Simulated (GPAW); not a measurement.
Band structure of SnO2 (P4_2/mnm, 6 atoms in the cell).

```
SnO2
1.0
    4.79341     0.00000     0.00000
    0.00000     4.79341     0.00000
    0.00000     0.00000     3.22675
Sn O
2 4
Direct
  0.50000   0.50000   0.50000
  0.00000   0.00000   0.00000
  0.19403   0.80597   0.50000
  0.80597   0.19403   0.50000
  0.69403   0.69403   0.00000
  0.30597   0.30597   0.00000
```

Method of the run: PBE, GPAW PAW datasets PBE (gpaw-data 1.0.1) (plane waves; GPAW).

Settings: mode = pw; ecut = 950 eV; xc = PBE; kpts = 4 4 5; mesh shift (steps) = 0 0 0; occupations.name = fermi-dirac; occupations.width = 0.02 eV; nbands = -8; convergence.forces = 0.001 eV/Å; convergence.bands = -6; symmetry.symmorphic = false; symmetry.tolerance = 0.0005; maxiter = 120; bandpath_npoints = 40.

The starting cell comes from a database of computed structures (which also holds hypothetical and non-ambient phases and stackings), without a prior relaxation at this level. Its lattice was rescaled by a random factor within 2.5 % of one.

Task: Predict the gap along the standard path and the places of the band edges.

Result: The gap along the path is 0.88 eV, direct at Γ to within 0.01 eV.

Levels in eV from the top of the valence band on the SCF mesh, bands 23 to 30:
```json
[
 {"point": "Γ", "23": "-1.24", "24": "-0.75", "25": "-0.75", "26": "0.00", "27": "0.88", "28": "5.87", "29": "6.14", "30": "6.14"},
 {"point": "X", "23": "-1.20", "24": "-1.20", "25": "-0.61", "26": "-0.61", "27": "4.08", "28": "4.08", "29": "6.91", "30": "6.91"},
 {"point": "M", "23": "-1.32", "24": "-1.32", "25": "-0.86", "26": "-0.86", "27": "4.49", "28": "4.49", "29": "7.29", "30": "7.29"},
 {"point": "Z", "23": "-1.57", "24": "-1.57", "25": "-1.20", "26": "-1.20", "27": "5.80", "28": "5.80", "29": "9.52", "30": "9.52"},
 {"point": "R", "23": "-1.04", "24": "-1.04", "25": "-0.72", "26": "-0.72", "27": "6.07", "28": "6.07", "29": "7.79", "30": "7.79"},
 {"point": "A", "23": "-0.92", "24": "-0.92", "25": "-0.79", "26": "-0.79", "27": "4.52", "28": "4.52", "29": "8.75", "30": "8.75"}
]
```
